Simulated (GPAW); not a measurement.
GPAW run on TmZn (P4mm, 2 atoms in the cell): self-consistent single point.

Level of theory: LDA (Perdew-Wang 92), GPAW PAW datasets LDA (gpaw-data 1.0.1) (plane waves; GPAW).

The change in words: lattice scaled by 0.98; occupations.width: 0.1 eV → 0.05 eV. Reference geometry:
```
TmZn
1.0
    3.48325     0.00000     0.00000
    0.00000     3.48325     0.00000
    0.00000     0.00000     3.48325
Tm Zn
1 1
Cartesian
  0.00000   0.00000   0.05000
  1.74162   1.74162   1.74162
```
Moments meant for the start (each program seeds them in its own way; μB, in the order of the atoms Tm Zn): 2.0 0.0.

Reference input (self-consistent single point, DFT LDA (Perdew-Wang 92), plane waves, GPAW PAW datasets LDA (gpaw-data 1.0.1)): spinpol = true; mode = pw; ecut = 850 eV; xc = LDA; kpts = 5 5 5; mesh shift (steps) = 0 0 0; occupations.name = fermi-dirac; occupations.width = 0.1 eV; nbands = -8; convergence.density = 1e-05 e/electron; convergence.energy = 1e-05 eV/electron; symmetry.symmorphic = false. This run's input differs from it in these lines:

```diff
@@ -5,7 +5,7 @@
 atoms = Atoms(['Tm', 'Zn'],
-              cell=[[3.483249, 0.000000, 0.000000],
-                    [0.000000, 3.483249, 0.000000],
-                    [0.000000, 0.000000, 3.483249]],
-              positions=[[0.000000, 0.000000, 0.049999],
-                         [1.741624, 1.741624, 1.741624]],
+              cell=[[3.413584, 0.000000, 0.000000],
+                    [0.000000, 3.413584, 0.000000],
+                    [0.000000, 0.000000, 3.413584]],
+              positions=[[0.000000, 0.000000, 0.048999],
+                         [1.706792, 1.706792, 1.706792]],
               pbc=True)
@@ -18,3 +18,3 @@
             kpts=(5, 5, 5),
-            occupations=FermiDirac(0.1),
+            occupations=FermiDirac(0.05),
             nbands=-8,
```

Log, with long lists cut:

```
     iter     time        total  log10-change:  magmom
                         energy   eigst   dens
iter:   1 --:--:--   -15.711287                   +1.8407
iter:   2 --:--:--   -10.808905   -1.11  -1.30    +0.6340
iter:   3 --:--:--   -30.029408   +0.24  -1.36    +0.0437
iter:   4 --:--:--    -6.166126   -0.57  -0.70    -0.0639
iter:   5 --:--:--    -6.120630   -2.08  -1.26    -0.0520
   [... 13 lines left out ...]
iter:  19 --:--:--    -4.767991   -3.92  -2.49    +1.3544
iter:  20 --:--:--    -4.781432   -3.75  -2.83    +1.0808
iter:  21 --:--:--    -4.774214   -3.64  -2.84    +1.1178
   [... lines left out ...]
iter: 150 --:--:--    -4.774418c  -6.82  -4.35    +1.1179

Did not converge!

Here are some tips:

1) Make sure the geometry and spin-state is physically sound.
2) Use less aggressive density mixing.
3) Solve the eigenvalue problem more accurately at each scf-step.
4) Use a smoother distribution function for the occupation numbers.
5) Try adding more empty states.
6) Use enough k-points.
7) Don't let your structure optimization algorithm take too large steps.
8) Solve the Poisson equation more accurately.
9) Better initial guess for the wave functions.

See details here:

    https://gpaw.readthedocs.io/documentation/convergence.html
Traceback (most recent call last):
   [... frames left out ...]
gpaw.KohnShamConvergenceError: Did not converge!  See text output for help.
```

The run ended unconverged after 150 iterations. 

The starting cell comes from a database of computed structures (which also holds hypothetical and non-ambient phases and stackings), without a prior relaxation at this level. Its lattice was rescaled by up to half a per cent. One atom was moved a little off its site on purpose. For this run, on top of that: lattice scaled by 0.98.

Cost on one core of a shared machine: roughly 4 min.
